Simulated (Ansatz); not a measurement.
System: Sm5Si3 (P6₃/mcm, No. 193; cell taken from a computed entry). Method: r²SCAN+rVV10 (plane waves, PAW; Ansatz, a first-principles code).

Run with plane-wave cutoff 500 eV, 6×6×6 k mesh, Fermi–Dirac smearing 0.05 eV, spin-polarised start, scalar-relativistic PAW data made under PBE.

Computed at the level's own relaxed cell.

Question: Give the computed volume per atom, equilibrium lattice constant a and lattice parameter c.

Answer: 
volume per atom: 28.05 Å³/atom
equilibrium lattice constant a: 8.805 Å
lattice parameter c: 6.684 Å

Note: the magnetic order was assumed, not searched for or taken from measurement; the relaxation could not lower the start's symmetry, so the cell can be a saddle point above a distorted one; the 4f shell is treated without U or exact exchange, so its levels and filling can be wrong.

Spin–orbit coupling is not included.
